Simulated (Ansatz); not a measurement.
Defect migration in zinc-blende GaAs: interstitial Li, charge state +1. Calculation: PBE, PAW (plane waves to 420 eV; Ansatz, a first-principles code).

64-site cell at the relaxed PBE lattice, one k-point at (0.250, 0.250, 0.250), smearing 0.05 eV, spin-restricted, no finite-size correction. Energies are static. PBE gaps are too small, and in this host the defect's levels may merge with the bands. The charge state is imposed; whether it is stable for some Fermi level was not computed. Sites that were not tried may lie lower.

Barriers: single points on a 2×2×2 k-point mesh shifted by half a step at the bands' geometries.

The step: Li moves alone to another site. Atoms about the jump, Cartesian Å from the middle of the jump, before and after:

```json
[
 {"atom": "Li1", "x0": "-0.73", "y0": "-0.73", "z0": "0.71", "x1": "0.73", "y1": "0.73", "z1": "-0.71"},
 {"atom": "As2", "x0": "-2.17", "y0": "0.75", "z0": "-0.73", "x1": "-2.14", "y1": "0.73", "z1": "-0.71"},
 {"atom": "As3", "x0": "0.75", "y0": "-2.17", "z0": "-0.73", "x1": "0.73", "y1": "-2.14", "z1": "-0.71"},
 {"atom": "As4", "x0": "0.76", "y0": "0.76", "z0": "2.19", "x1": "0.73", "y1": "0.73", "z1": "2.16"},
 {"atom": "Ga5", "x0": "-0.71", "y0": "2.21", "z0": "0.73", "x1": "-0.78", "y1": "2.24", "z1": "0.80"},
 {"atom": "Ga6", "x0": "2.21", "y0": "-0.71", "z0": "0.73", "x1": "2.24", "y1": "-0.78", "z1": "0.80"},
 {"atom": "Ga7", "x0": "-0.71", "y0": "-0.71", "z0": "-2.20", "x1": "-0.79", "y1": "-0.79", "z1": "-2.23"}
]
```

Task: Where do these atoms stand at the saddle point, and how high is it?

Result: 
| atom | x | y | z |
|---|---|---|---|
| Li1 | 0.01 | 0.02 | -0.01 |
| As2 | -2.19 | 0.76 | -0.74 |
| As3 | 0.76 | -2.18 | -0.74 |
| As4 | 0.76 | 0.76 | 2.21 |
| Ga5 | -0.77 | 2.30 | 0.78 |
| Ga6 | 2.29 | -0.76 | 0.79 |
| Ga7 | -0.77 | -0.77 | -2.29 |
It lies 0.45 eV above the start and 0.33 eV above the end. The saddle point's order was not checked, and it lies on a symmetry element of the cell, where a band can be held.
